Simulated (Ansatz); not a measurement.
Bond-angle distributions (per cent of the angles at each element, bins of 10°) of a relaxed model of amorphous germanium selenide (Ge24Se36) at 4.38 g/cm³. Computed with PBE, scalar-relativistic without spin-orbit coupling, PAW (Ansatz default set, large-core Se) (plane waves to 420 eV; Ansatz, a first-principles code).

A CHGNet melt-quench gave the starting glass, which DFT then relaxed. The hot cell started wider than the set density and was brought back towards it in steps. It is the lowest in DFT energy of 4 quenches. It is a model cell: composition and starting density were chosen by hand, and all elements were melted together. No dispersion term was used. Its density started from a set value of 4.38 and ended at 4.38 g/cm³. Cooling (nominally 60 K/ps over its main leg) ran many orders faster than in experiment, which tends to leave more defects and strain. Values belong to this one cell and scatter from quench to quench. The volume was held where the preparation left it, at a PBE pressure of 1.1 GPa. Stress components on the final sampling reach 1.4 GPa. Cycles of charging lowered its energy after that relaxation.

Cut-offs for bonds: Ge-Ge 2.85 Å, Ge-Se 2.96 Å, Se-Se 2.76 Å.

```tsv
angle (°)	at Ge	at Se
50-60	0	0
60-70	0	0
70-80	2	8
80-90	12	27
90-100	20	11
100-110	32	26
110-120	22	14
120-130	8	5
130-140	2	3
140-150	1	5
150-160	2	3
160-170	0	0
170-180	0	0
```

They go with these counts of neighbours within the cut-offs, cation contacts included: Ge mean 3.7, most often 4; Se mean 2.4, most often 2.
